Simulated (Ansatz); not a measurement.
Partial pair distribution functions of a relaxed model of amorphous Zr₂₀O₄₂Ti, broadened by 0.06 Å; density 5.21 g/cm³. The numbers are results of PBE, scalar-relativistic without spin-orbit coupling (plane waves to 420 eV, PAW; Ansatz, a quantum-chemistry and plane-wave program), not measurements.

Preparation: random packing, a CHGNet melt and quench, and a DFT relaxation. O atoms were pushed apart under 1.9 Å during the dynamics, to hinder bonds among them. The hot cell started wider than the set density and was brought back towards it in steps. It is the lowest in DFT energy of 2 quenches. It is a model cell: composition and starting density were chosen by hand, and all elements were melted together. No dispersion term was used. Its density started from a set value of 5.21 and ended at 5.21 g/cm³. The simulated quench (nominally 300 K/ps over its main leg) is rapid and tends to freeze in more defects than a deposited or slowly cooled glass has. One small periodic cell is one sample of the glass; other quenches scatter about these values. The volume was held where the preparation left it and the shape relaxed, at a PBE pressure of -1.7 GPa (tension). Stress components on the final sampling reach 1.7 GPa.

| r (Å) | g Zr-O | g O-Ti | g Zr-Zr | g O-O |
|---|---|---|---|---|
| 1.60 | 0.00 | 0.00 | 0.00 | 0.00 |
| 1.70 | 0.00 | 0.41 | 0.00 | 0.00 |
| 1.80 | 0.02 | 5.23 | 0.00 | 0.00 |
| 1.90 | 0.63 | 7.01 | 0.00 | 0.00 |
| 2.00 | 3.76 | 5.99 | 0.00 | 0.00 |
| 2.10 | 7.03 | 2.06 | 0.00 | 0.00 |
| 2.20 | 5.45 | 0.06 | 0.00 | 0.00 |
| 2.30 | 2.71 | 0.00 | 0.00 | 0.01 |
| 2.40 | 0.97 | 0.00 | 0.00 | 0.32 |
| 2.50 | 0.29 | 0.00 | 0.00 | 1.50 |
| 2.60 | 0.34 | 0.00 | 0.00 | 2.40 |
| 2.70 | 0.20 | 0.02 | 0.00 | 2.01 |
| 2.80 | 0.05 | 0.54 | 0.00 | 2.28 |
| 2.90 | 0.05 | 1.15 | 0.00 | 2.17 |
| 3.00 | 0.12 | 0.15 | 0.12 | 1.97 |
| 3.10 | 0.17 | 0.00 | 0.31 | 1.70 |
| 3.20 | 0.30 | 0.02 | 1.12 | 1.22 |
| 3.30 | 0.42 | 0.54 | 2.39 | 1.03 |
| 3.40 | 0.40 | 0.78 | 3.39 | 0.84 |
| 3.50 | 0.51 | 1.00 | 3.40 | 0.80 |
| 3.60 | 0.62 | 1.34 | 2.24 | 0.86 |
| 3.70 | 0.82 | 0.98 | 1.75 | 0.69 |
| 3.80 | 0.76 | 1.92 | 1.65 | 0.64 |
| 3.90 | 1.17 | 1.12 | 2.14 | 0.79 |
| 4.00 | 1.34 | 1.84 | 2.43 | 1.02 |
| 4.10 | 1.26 | 2.10 | 1.00 | 1.08 |
| 4.20 | 1.11 | 1.09 | 0.54 | 0.97 |
| 4.30 | 1.03 | 1.77 | 0.46 | 0.71 |
| 4.40 | 1.14 | 1.35 | 0.28 | 0.63 |

Within 2.80 Å each Zr has 6.55 O neighbours on average.
